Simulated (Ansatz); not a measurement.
Response to strain in Al2Pt

Take Al$_{2}$Pt (space group Fm-3m, No. 225; a = 5.897 Å; relaxed with 0.1 eV smearing) as the base. Axes: x, y, z lie along the cube axes.

Strains are applied to the cell and any free atomic positions relax; under biaxial strain the out-of-plane vector relaxes too.

Computed with Ansatz (a first-principles code) PBEsol, scalar-relativistic without spin-orbit coupling.

```csv
"biaxial strain, plane normal [111], relaxed out of plane (%)",out-of-plane strain (%)
-2.5,2.83
-2.08,2.32
-1.67,1.84
-1.25,1.36
-0.83,0.89
-0.42,?
0,0.00
```

Q: Fit ε⊥ = −νε + γε² (strains in %) to the rows shown and predict the withheld row.

A: Least squares on the printed values gives ν = 1.04 (the biaxial Poisson response) and γ = 0.036 (largest residual 0.00 %); this predicts 0.44 %, and the run gives 0.45 %, in agreement.

No phonon test of stability was made. All final runs are without spin polarisation.
